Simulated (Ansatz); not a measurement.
## ZnS: response to strain

The parent structure is ZnS in the zinc blende structure (space group F-43m, No. 216).

```xyz
2
Lattice="0.0000 2.6484 2.6484 2.6484 0.0000 2.6484 2.6484 2.6484 0.0000" Properties=species:S:1:pos:R:3 pbc="T T T"
Zn     0.0000     0.0000     0.0000
S      3.9726     3.9726     3.9726
```

Cartesian axes are those of the cell as printed.

Strains are applied to the cell and any free atomic positions relax; under biaxial strain the out-of-plane vector relaxes too.

Calculations: LDA in Ansatz (plane waves to 420 eV, PAW, without spin-orbit coupling).

```csv
"biaxial strain, plane normal [111], relaxed out of plane (%)",band gap (eV)
0,2.13
0.42,2.07
0.83,?
1.25,1.97
1.67,1.92
2.08,1.87
2.5,1.82
```

### Question
Fit E_g = E₀ + Dε (ε in %) to the rows shown and predict the withheld row.

### Answer
Least squares on the printed values gives E₀ = 2.13 eV, D = -123 meV per % of strain (largest residual 0.00 eV); this predicts 2.02 eV, and the run gives 2.02 eV, in agreement.

Whether these cells are dynamically stable was not tested.

Ansatz is a program for electronic structure.
